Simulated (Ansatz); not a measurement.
## How far a parabola holds: energy against volume of fluorite PtAl2

System: fluorite PtAl2. Method: PBEsol (Ansatz, a program for electronic structure, PAW). Run with plane-wave cutoff 520 eV, 16×16×16 k mesh, Fermi–Dirac smearing 0.05 eV, scalar-relativistic PAW data made under PBE. The cell has no free parameter but its volume, all volumes share cutoff and mesh, and the runs aren't spin-polarised. Energies are free energies at the run's smearing, counted from the lowest row; static lattice.

| V (Å³/atom) | E (meV/atom) |
|---|---|
| 16.058 | ? |
| 16.400 | 12.75 |
| 16.742 | 3.07 |
| 17.083 | 0.00 |
| 17.425 | 2.85 |
| 17.767 | 11.02 |

Q: Fit E against V with a parabola, and predict the withheld value at V = 16.058.

A: With u = V - 17.1, the rows have u = -0.7000, -0.3580, -0.0170, 0.3250, 0.6670. Least squares gives E = -0.016 - 0.2372·u + 25.4494·u². Residuals (row less fit): 0.130, -0.261, 0.005, 0.255, -0.128; standard error 0.288 (degrees of freedom: 2). The fitted curve has its minimum at V = 17.1, where E = -0.02. Its curvature is d²E/dV² = 2 × 25.4494 meV/Å⁶, so B = V0·d²E/dV² × 0.1602 = 139 GPa. At the withheld row, u = -1.0420, so E = -0.016 - 0.2372 × (-1.0420) + 25.4494 × (-1.0420)² = 27.863 meV/atom. The calculation gives 29.78 meV/atom, 1.917 meV/atom above the prediction (6.4 % of the range of E in the table). The row lies outside the fitted rows, so this is an extrapolation. From the scatter of the fitted rows alone, a prediction at this place has a standard error of 0.682 meV/atom, so the miss is 2.8 times that.

The residuals are curvature that a parabola lacks, not noise. A solid that stiffens under compression and softens on expansion lies above the parabola at the compressed end and under it at the expanded end, as this row does. A third-order Birch-Murnaghan fit to the whole scan has B0 = 139 GPa. Only scans are tabulated whose curvature falls smoothly with volume, and where the parabola meets the shown rows within 5 % of their range and misses the end by 0.1 meV or more.

Spin–orbit coupling is not included.
